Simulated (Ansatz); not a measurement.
Start from ZnSnAs2 in the chalcopyrite structure (space group I-42d, No. 122).

```
ZnSnAs2
1.0
   -2.91974     2.91974     5.86873
    2.91974    -2.91974     5.86873
    2.91974     2.91974    -5.86873
Sn As Zn
2 4 2
Cartesian
  0.00000   0.00000   5.86873
  2.91974   0.00000   2.93437
  1.30926   1.45987   1.46718
 -1.45987   1.61049   4.40155
  1.61049   1.45987   7.33591
  4.37961   1.30926  -1.46718
  0.00000   0.00000   0.00000
  0.00000   2.91974   2.93437
```

Computed with PBEsol/PAW in Ansatz (an electronic-structure program), scalar-relativistic without spin-orbit coupling.

Before the change:

The c/a ratio is 2.010. The lattice parameter a is 5.839 Å.

Perturbation: a hydrostatic pressure of 22.5 GPa.

What happens to the c/a ratio and lattice parameter a?

The c/a ratio increases by 0.009, from 2.010 to 2.019; the lattice parameter a falls by 0.4218 Å (5.839 Å → 5.418 Å).

Load acts through the strain it causes; cell and atoms are relaxed under it. Whether these cells are dynamically stable was not tested. Competing high-pressure phases were not computed. The final runs are not spin-polarised.
